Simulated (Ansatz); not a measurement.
Structures of equal composition on the (0001) surface of 4H silicon carbide (Si plane on top): (√3x√3)R30° Sb adatom at H3; (√3x√3)R30° Sb adatom at T4. The slabs share one bottom face, and each structure is named by its start. These are constructed structures in small cells; real faces may alloy, dewet or reconstruct in larger ones, and not all known structures of the face are among them. Slabs of about 10 Å, Fermi-Dirac smearing of 0.025 eV. Bottom of the slabs: H caps. Relaxed from the named starts with such symmetry as they have, on meshes of like density; energies extrapolated to zero smearing; spin only where a row says so; no spin-orbit coupling, no U. Brackets mark spin-polarised runs, whose order is one that fits the cell. Where a second, spin-polarised start was run, the lower counts.

These are HSE06, at the PBE geometry (plane waves to 420 eV, PAW; Ansatz, a program for electronic structure) values and carry that method's errors.

Put the candidates in order of energy per 1x1 cell, lowest first, for HSE06, at the PBE geometry.

(√3x√3)R30° Sb adatom at T4 (0.000 eV), (√3x√3)R30° Sb adatom at H3 (0.119 eV)
